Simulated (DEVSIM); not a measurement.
Device: Si p-n junction from an implanted or diffused profile, at 350 K.

Layer 1 from the left is Si, thickness (μm) 11.0, Nd (cm⁻³) 8.3e15, τn (s) 1.8e-6, τp (s) 1.8e-6.

Added acceptor profile: 1.2e18 cm⁻³ × exp(−(x − 0 μm)²/(2·(0.031 μm)²)). Left contact: ohmic. Right contact: ohmic. Voltage is applied to the left contact. Recombination: SRH at mid-gap, radiative. Mobility is constant in doping.

This is a model device: material constants are rounded textbook-type values typed into the input, and sizes, dopings and lifetimes were drawn at random. Values at 300 K; Nc and Nv go as T^1.5, mobilities as T to minus their exponent, the gap by Varshni's rule with the affinity fixed.

Si: gap (eV) 1.124, affinity (eV) 4.05, permittivity 11.7, Nc (cm⁻³) 2.86e19, Nv (cm⁻³) 3.1e19, μn (cm²/Vs) 1417, μp (cm²/Vs) 470, T exponent of μn 2.3, T exponent of μp 2.2, B (cm³/s) 4.7e-15, Varshni α (eV/K) 0.000473, Varshni β (K) 636.

Model (solved in DEVSIM): 1D drift-diffusion, Boltzmann statistics, complete ionisation; no tunnelling, impact ionisation, image-force lowering or self-heating.

Problem. What does the simulation give for the dark forward voltage at 100 A/cm², the dark forward voltage at 1 A/cm²?

Solution. dark forward voltage at 100 A/cm² 0.656 V; dark forward voltage at 1 A/cm² 0.469 V.
